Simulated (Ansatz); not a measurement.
Band structure of LuPd3 (Pm-3m, 4 atoms in the cell).

```
LuPd3
1.0
    4.04353     0.00000     0.00000
    0.00000     4.04353     0.00000
    0.00000     0.00000     4.04353
Lu Pd
1 3
Cartesian
  0.00000   0.00000   0.00000
  2.02176   0.00000   2.02176
  0.00000   2.02176   2.02176
  2.02176   2.02176   0.00000
```

Method: LDA (PW92), PAW files made with PBE (plane waves; Ansatz, a first-principles code).

Settings: kpoints.mp_grid.grid = 11 11 11; hamiltonian.xc = lda; hamiltonian.pseudopotentials = {kind: paw} (the program's default PAW files); scf.occupations.method = gaussian; scf.occupations.width = 0.1 eV; kpoints.band_path.npoints = 8.

The starting cell comes from a database of computed structures (which also holds hypothetical and non-ambient phases and stackings), without a prior relaxation at this level. Spin-orbit coupling is off. Spin polarisation is off.

Levels in eV from the Fermi level, bands 36 to 43:
| point | 36 | 37 | 38 | 39 | 40 | 41 | 42 | 43 |
|---|---|---|---|---|---|---|---|---|
| Γ | -0.34 | 0.10 | 0.10 | 0.10 | 3.58 | 3.58 | 3.58 | 4.09 |
| X | -1.51 | -1.44 | -1.42 | -0.72 | 0.10 | 2.61 | 2.61 | 3.30 |
| M | -1.71 | -1.71 | -1.36 | -1.24 | -0.83 | 2.11 | 2.11 | 3.48 |
| R | -0.23 | -0.23 | -0.23 | 0.92 | 1.64 | 1.64 | 1.64 | 3.02 |

Bands cross the Fermi level along this path, so the cell is metallic at this level.

Keys are those of Ansatz 0.2.
